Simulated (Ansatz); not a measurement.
Start from Ga2O3 in the corundum structure (space group R-3c, No. 167; a = 5.0579 Å, c = 13.6242 Å (hexagonal axes)).

(Cell as relaxed with PBE.)

Levels (all Ansatz, a quantum-chemistry and plane-wave program, PAW, earlier PAW set): PBE (420 eV, without spin-orbit coupling); r2SCAN (500 eV, no spin-orbit coupling).

Each level relaxes its own structure.

| base | PBE | r2SCAN |
|---|---|---|
| volume per atom | 10.06 Å³ | 9.64 Å³ |
| lattice parameter a | 505.8 pm | 498.5 pm |
| band gap | 2.41 eV | 3.57 eV |

It is then changed as follows: cell and atoms relaxed at a pressure of 100 GPa.

| quantity | PBE | r2SCAN |
|---|---|---|
| volume per atom | 7.62 Å³ | 7.50 Å³ |
| electron mass | 0.40 mₑ along c, 0.33 mₑ across (at Γ) | 0.42 mₑ along c, 0.35 mₑ across (at Γ) |
| smallest direct gap | 5.42 eV | 6.60 eV |

PBE's volume per atom lies 0.12 Å³ above r2SCAN's (1.6 %); PBE's smallest direct gap lies 1.188 eV below r2SCAN's. Neither level is exact; r2SCAN is the comparison here, not a measurement.

Load acts through the strain it causes; cell and atoms are relaxed under it. Effective masses come from finite differences of ±0.01 Å⁻¹. Stability against distortions was not tested. No other phases were tried under pressure.
